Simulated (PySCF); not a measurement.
PySCF 2.14.0, BP86/def2-svp, df: ethylene carbonate (O=C1OCCO1), 10 atoms. The geometry is a generated start, not checked to be a minimum at this level.

task: energy
method: bp86
basis: def2-svp
two-electron scheme: density fitting
mol.max_memory: 3000 MB
mf.max_cycle: 100
mf.conv_tol: 1e-09 (default)
mf.grids.level: 3 (default)
basis functions: 104
grid points: 123832

```xyz
10

O      2.6833    -0.1393    -0.0221
C      1.5009    -0.0784    -0.0124
O      0.6822    -1.1452     0.0592
C     -0.6715    -0.7372     0.0302
C     -0.5925     0.8026    -0.0186
O      0.7973     1.0677    -0.0720
H     -1.1753    -1.1094     0.9281
H     -1.1496    -1.1640    -0.8581
H     -1.0662     1.2260    -0.9098
H     -1.0084     1.2773     0.8756
```

With the defaults (mf.DIIS = CDIIS, mf.diis = true, mf.init_guess = minao, mf.level_shift = 0, mf.diis_damp = 0, mf.diis_space = 8) it converges in 14 Fock builds. One run each on 2 threads, 1 BLAS thread, with these changes:
- mf.DIIS = EDIIS
- mf.init_guess = huckel
- mf.diis_damp = 0.3
- mf.level_shift = 0.3 Hartree
- mf.level_shift = 0.1 Hartree
- mf.diis = false
- mf.diis_space = 20
- mf.level_shift = 1 Hartree
- mf.diis_space = 3

Which of these changes keep the SCF from converging, or lead it to another solution?

No convergence: mf.DIIS = EDIIS; mf.diis = false (the run ends without SCF convergence in 100 cycles). The rest reach the solution of the defaults.

```json
[
 {"setting": "mf.level_shift = 0.1 Hartree", "Fock builds": "13", "end": "same solution"},
 {"setting": "mf.diis_damp = 0.3", "Fock builds": "13", "end": "same solution"},
 {"setting": "the defaults", "Fock builds": "14", "end": "same solution"},
 {"setting": "mf.diis_space = 20", "Fock builds": "14", "end": "same solution"},
 {"setting": "mf.level_shift = 0.3 Hartree", "Fock builds": "15", "end": "same solution"},
 {"setting": "mf.init_guess = huckel", "Fock builds": "17", "end": "same solution"},
 {"setting": "mf.diis_space = 3", "Fock builds": "21", "end": "same solution"},
 {"setting": "mf.level_shift = 1 Hartree", "Fock builds": "28", "end": "same solution"},
 {"setting": "mf.DIIS = EDIIS", "Fock builds": "101", "end": "no convergence"},
 {"setting": "mf.diis = false", "Fock builds": "101", "end": "no convergence"}
]
```
